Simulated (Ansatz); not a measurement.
Base system: BeSe in the zinc blende structure (space group F-43m, No. 216; a = 5.082 Å). Axes: x, y, z lie along the cube axes.

Perturbation: uniaxial strain ε_zz = +2.50 %, all other strain components held at zero, atoms relaxed at fixed cell.

The values are results of DFT with LDA, PAW potentials and a 420 eV plane-wave cutoff in Ansatz (a program for electronic structure), scalar-relativistic without spin-orbit coupling, not measurements.

Give the band edges at the high-symmetry points of the new zone, measured from its valence-band maximum.


```
point  valence edge (eV)  conduction edge (eV)
-----  -----------------  --------------------
Γ                   0.00                  4.20
X                  -2.79                  2.35
P                  -3.41                  5.81
N                  -1.03                  4.22
M                  -2.63                  2.53
S                  -2.14                  3.80
S₀                 -2.14                  3.80
R                  -3.43                  5.93
G                  -3.43                  5.93
```

The gap is 2.35 eV, indirect, Γ → X.

Stability against distortions was not tested. Labels are those of the standard path for the cell's own space group.
